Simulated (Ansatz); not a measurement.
Fluorite PtAl2 was calculated with PBE-D3(BJ) in Ansatz (PAW).

Numerical settings: plane-wave cutoff 500 eV, 16×16×16 k mesh, Fermi–Dirac smearing 0.1 eV, scalar-relativistic PAW data made under PBE.

Computed at the level's own relaxed cell.

Question: What does this level give for the equilibrium volume per atom and equilibrium lattice constant a?

Answer: 
* **equilibrium volume per atom**: 16.99 Å³/atom
* **equilibrium lattice constant a**: 5.885 Å

Measured, for comparison: lattice constant a 5.91 Å (temperature not stated, copied from a table, unchecked, not corrected to a static lattice; as tabulated in Crystal Structures 1, 239 (1963)). Computed (rounded) less measured: lattice constant a not scored (unchecked). A static lattice is as a rule a little smaller and stiffer than an uncorrected measurement, which narrows the difference in the lattice constant a and would widen misses of the other sign.

Spin–orbit coupling is not included.

Ansatz is a quantum-chemistry and plane-wave program.
